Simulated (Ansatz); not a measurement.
Density of states of La$_{3}$Ni$_{2}$B$_{2}$N$_{3}$ (I4/mmm) near the Fermi level, PBEsol, rigid bands in Ansatz (a quantum-chemistry and plane-wave program).

(E − E_F (eV), states/eV/cell): (-1.92, 23.1); (-1.82, 15.3); (-1.72, 14.4); (-1.62, 11.8); (-1.52, 6.20); (-1.42, 4.90); (-1.32, 4.87); (-1.22, 3.85); (-1.12, 2.91); (-1.02, 1.46); (-0.92, 1.65); (-0.82, 1.56); (-0.72, 1.66); (-0.62, 1.44); (-0.52, 1.67); (-0.42, 2.10); (-0.32, 2.51); (-0.22, 2.70); (-0.12, 4.49); (-0.02, 3.86); (0.08, 3.68); (0.18, 3.71); (0.28, 3.76); (0.38, 3.88); (0.48, 4.18); (0.58, 4.74); (0.68, 4.81); (0.78, 4.78); (0.88, 4.60); (0.98, 4.72); (1.08, 3.73); (1.18, 3.76); (1.28, 4.36); (1.38, 3.92); (1.48, 3.19); (1.58, 2.96); (1.68, 3.13); (1.78, 3.41); (1.88, 3.91)

### Question
With 10 atoms a cell, what bare Sommerfeld coefficient γ = (π²/3) k_B² N(E_F) follows?

### Answer
N(E_F) ≈ 3.8 states/eV a cell at 300 K, so γ ≈ 0.90 mJ/(mol of atoms·K²), before electron-phonon enhancement.

### Question
How far does the Fermi level move in a rigid band for 0.1 electron a cell added or removed?

### Answer
26 meV and -26 meV.

A metal at this level (no band gap); rigid bands, thermally averaged at 300 K, both spins. Spin-orbit coupling is left out. Geometry: cell and atoms relaxed with PBEsol.

Formula and space group known from diffraction (Crystallography Open Database), not checked to be the room-temperature form: La3Ni2B2N3 (I4/mmm). Treated as nonmagnetic (a ferromagnetic start lost its moment, other orders weren't tried): La3Ni2B2N3 (I4/mmm).
